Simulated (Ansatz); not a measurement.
## One-dimensional MgO body, 12 atoms a period

Levels: PBE (plane waves to 420 eV, PAW; Ansatz, a program for electronic structure); r2SCAN (plane waves to 500 eV, PAW; Ansatz); Ansatz with HSE06. Unmarked values and the geometry are of the first. Mesh 1×1×8. No spin polarisation. One-dimensional cell, images about 11 Å apart. A hypothetical model. Symmetry and one short period hold its shape; lower forms weren't sought. HSE06 ran on a 1×1×5 mesh and at PBE's edge points. Buckling under compression is shut out by symmetry and the short period.

```
Item                                                                      Value
---------------------------------------------------------  --------------------
period along the axis (12 atoms)                                        3.948 Å
largest distance between nuclei across the axis                          4.17 Å
PBE gap                                                    3.21 eV, direct at Γ
electron mass along the axis (PBE)                                      0.57 mₑ
hole mass along the axis (PBE)                                           1.2 mₑ
valence and conduction edges under the vacuum level (PBE)      5.22 and 2.02 eV
r2SCAN gap at this geometry                                             3.84 eV
HSE06 gap at this geometry                                              4.59 eV
axial stiffness dF/dε                                                    137 nN
```

```yaml
crystal:
  lattice:
    - [15.00000, 0.00000, 0.00000]
    - [0.00000, 14.50000, 0.00000]
    - [0.00000, 0.00000, 3.94798]
  atoms:
    - { symbol: Mg, position: [0.63270, 0.50000, 0.00000] }
    - { symbol: O, position: [0.56954, 0.62461, 0.00000] }
    - { symbol: Mg, position: [0.43365, 0.61888, 0.00000] }
    - { symbol: O, position: [0.36091, 0.50000, 0.00000] }
    - { symbol: Mg, position: [0.43365, 0.38112, 0.00000] }
    - { symbol: O, position: [0.56954, 0.37539, 0.00000] }
    - { symbol: O, position: [0.63909, 0.50000, 0.50000] }
    - { symbol: Mg, position: [0.56635, 0.61888, 0.50000] }
    - { symbol: O, position: [0.43046, 0.62461, 0.50000] }
    - { symbol: Mg, position: [0.36730, 0.50000, 0.50000] }
    - { symbol: O, position: [0.43046, 0.37539, 0.50000] }
    - { symbol: Mg, position: [0.56635, 0.38112, 0.50000] }
```
